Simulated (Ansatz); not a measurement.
## PbSe: band gap against strain

PbSe (rock salt, Fm-3m, 29.475 Å³/atom at rest, cube axes along x, y and z) under an equal strain ε along all three axes. r2SCAN in Ansatz, a plane-wave DFT program (PAW, default set), 500 eV, 9×9×9 Γ-centred mesh, Fermi-Dirac smearing 0.05 eV; ions are relaxed within the symmetry of each cell. Gaps are the smallest over the k-mesh and a band path, without spin-orbit coupling; in all rows the valence edge lies at about 0.9 Å⁻¹ from Γ and the conduction edge at about 0.9 Å⁻¹ from Γ.

Here s stands for strain and Eg for gap.

```
strain (%)  gap (eV)
----------  --------
-3.00              ?
-1.50           0.51
-1.00           0.56
-0.50           0.62
0.00            0.67
0.50            0.71
1.00            0.76
1.50            0.80
```

Question: Fit Eg against s with a straight line, and predict the withheld value at s = -3.00.

Answer: Means: s 0, Eg 0.661. About the means, the sum of products is 0.68000 and the sum of squares of s is 7.0000; the slope is their ratio. Least squares gives Eg = 0.661 + 0.0971·s. Residuals (row less fit): -0.005, -0.004, 0.008, 0.009, 0.000, 0.002, -0.007; standard error 0.007 (degrees of freedom: 5). Over these rows the gap moves by 9.7 ± 0.3 eV per unit strain, or 3.2 eV per unit of ln V. At the withheld row, Eg = 0.661 + 0.0971 × (-3.0) = 0.370 eV. The calculation gives 0.33 eV, 0.040 eV below the prediction (8.5 % of the range of Eg in the table). The row lies outside the fitted rows, so this is an extrapolation. From the scatter of the fitted rows alone, a prediction at this place has a standard error of 0.011 eV, so the miss is 3.6 times that.

One order more, fitted to all 13 runs of the series, follows each within 0.01, so the miss is the next term of a smooth law. Other structures, which can take over under pressure, weren't tried. Spin-orbit coupling is left out, which can shift this property for PbSe. Rows are the converged runs of the series near zero and its far end; series whose fitted rows scatter by over a few per cent of the range, as at a crossing or softening among them, aren't shown in this form. Most that stay on the fit to the last digits aren't either.
